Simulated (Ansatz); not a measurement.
Terminations of the (0001) surface of hcp Ti, measured from the surface 'clean 1x1'. Atoms come from or go to: Ag: fcc Ag, Mg: hcp Mg, Ni: fcc Ni, ferromagnetic, Pb: fcc Pb, Pt: fcc Pt, Re: hcp Re, Si: silicon, Te: trigonal Te, Ti: hcp Ti, V: bcc V, Zn: hcp Zn. ΔE is the energy of forming the row's surface from that one (negative: more stable at these reservoirs); the vacuum level's shift is aligned on the shared bottom. No zero-point or thermal terms. These are constructed structures in small cells; real faces may alloy, dewet or reconstruct in larger ones, and not all known structures of the face are among them. Slabs of about 12 Å with all that they carry, Fermi-Dirac smearing of 0.1 eV. Bottom of the slabs: a bare face, its two planes held. Relaxed from the named starts with such symmetry as they have, on meshes of like density; energies extrapolated to zero smearing; no spin-orbit coupling, no U. Spin-polarised runs, if any, are marked in brackets, and their order is one that fits the cell; the others ran without spin. A dash marks a value that is undefined for that row (no clear gap, or no work function of a gapped slab) or was not read reliably on its mesh.

All values below come from PBE (plane waves to 420 eV, PAW; Ansatz, an electronic-structure program).

```json
[
 {"surface": "a layer of Pt in place of the third plane", "atoms added per 1x1": "+1 Pt, -1 Ti", "ΔE per 1x1 (eV)": "-1.24", "shift of the vacuum level (eV)": "0.02", "work function (eV)": "4.42"},
 {"surface": "a pseudomorphic layer of Ag in the other hollow", "atoms added per 1x1": "+1 Ag", "ΔE per 1x1 (eV)": "-0.50", "shift of the vacuum level (eV)": "-0.59", "work function (eV)": "3.80"},
 {"surface": "clean 1x1", "atoms added per 1x1": "none", "ΔE per 1x1 (eV)": "0.00", "shift of the vacuum level (eV)": "0.00", "work function (eV)": "4.39"},
 {"surface": "p(2x2) layer of Te, one a cell, on the site that continues the host's stacking", "atoms added per 1x1": "+0.25 Te", "ΔE per 1x1 (eV)": "…", "shift of the vacuum level (eV)": "0.15", "work function (eV)": "4.54"},
 {"surface": "a layer of Zn in place of the second plane", "atoms added per 1x1": "-1 Ti, +1 Zn", "ΔE per 1x1 (eV)": "…", "shift of the vacuum level (eV)": "-0.09", "work function (eV)": "4.30"},
 {"surface": "a layer of Ni in place of the second plane [spin, 0.1 μB a cell]", "atoms added per 1x1": "+1 Ni, -1 Ti", "ΔE per 1x1 (eV)": "…", "shift of the vacuum level (eV)": "-0.06", "work function (eV)": "4.20"},
 {"surface": "(√3x√3)R30° layer of Pb, one a cell, on the site that continues the host's stacking", "atoms added per 1x1": "+0.333 Pb", "ΔE per 1x1 (eV)": "…", "shift of the vacuum level (eV)": "0.04", "work function (eV)": "4.43"},
 {"surface": "a pseudomorphic layer of Re in the other hollow", "atoms added per 1x1": "+1 Re", "ΔE per 1x1 (eV)": "…", "shift of the vacuum level (eV)": "0.10", "work function (eV)": "4.49"},
 {"surface": "a layer of Mg in place of the third plane", "atoms added per 1x1": "+1 Mg, -1 Ti", "ΔE per 1x1 (eV)": "0.27", "shift of the vacuum level (eV)": "-0.02", "work function (eV)": "4.40"},
 {"surface": "a pseudomorphic layer of V in the host's stacking [spin, 2.6 μB a cell]", "atoms added per 1x1": "+1 V", "ΔE per 1x1 (eV)": "0.54", "shift of the vacuum level (eV)": "-0.43", "work function (eV)": "3.83"},
 {"surface": "a pseudomorphic layer of Zn in the host's stacking", "atoms added per 1x1": "+1 Zn", "ΔE per 1x1 (eV)": "-0.44", "shift of the vacuum level (eV)": "-0.01", "work function (eV)": "4.38"},
 {"surface": "a pseudomorphic layer of Si in the other hollow", "atoms added per 1x1": "+1 Si", "ΔE per 1x1 (eV)": "-0.34", "shift of the vacuum level (eV)": "0.69", "work function (eV)": "5.07"}
]
```

Task: Fill in the missing entries.

Result: 
- p(2x2) layer of Te, one a cell, on the site that continues the host's stacking, ΔE per 1x1 (eV): -0.65
- a layer of Zn in place of the second plane, ΔE per 1x1 (eV): 0.15
- a layer of Ni in place of the second plane [spin, 0.1 μB a cell], ΔE per 1x1 (eV): -0.14
- (√3x√3)R30° layer of Pb, one a cell, on the site that continues the host's stacking, ΔE per 1x1 (eV): -0.31
- a pseudomorphic layer of Re in the other hollow, ΔE per 1x1 (eV): 0.58
